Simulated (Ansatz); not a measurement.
Fluorite NiSi₂ was calculated with PBEsol (Ansatz, a quantum-chemistry and plane-wave program, PAW).

Numerical settings: plane-wave cutoff 520 eV, 20×20×20 k mesh, Fermi–Dirac smearing 0.072 eV (set by the program), no spin polarisation, scalar-relativistic PAW data made under PBE.

Computed at the level's own relaxed cell.

```
NiSi2
1.0
    0.00000     2.69518     2.69518
    2.69518     0.00000     2.69518
    2.69518     2.69518     0.00000
Si Ni
2 1
Direct
  0.25000   0.25000   0.25000
  0.75000   0.75000   0.75000
  0.00000   0.00000   0.00000
```

Give the elastic tensor (Voigt notation, GPa, ions relaxed, in the Cartesian axes of the cell as printed).


```
  196.5   140.6   140.6     0.0     0.0     0.0
  140.6   196.5   140.6     0.0     0.0     0.0
  140.6   140.6   196.5     0.0     0.0     0.0
    0.0     0.0     0.0    78.7     0.0     0.0
    0.0     0.0     0.0     0.0    78.7     0.0
    0.0     0.0     0.0     0.0     0.0    78.7
```

Static lattice: no zero-point or thermal effects.
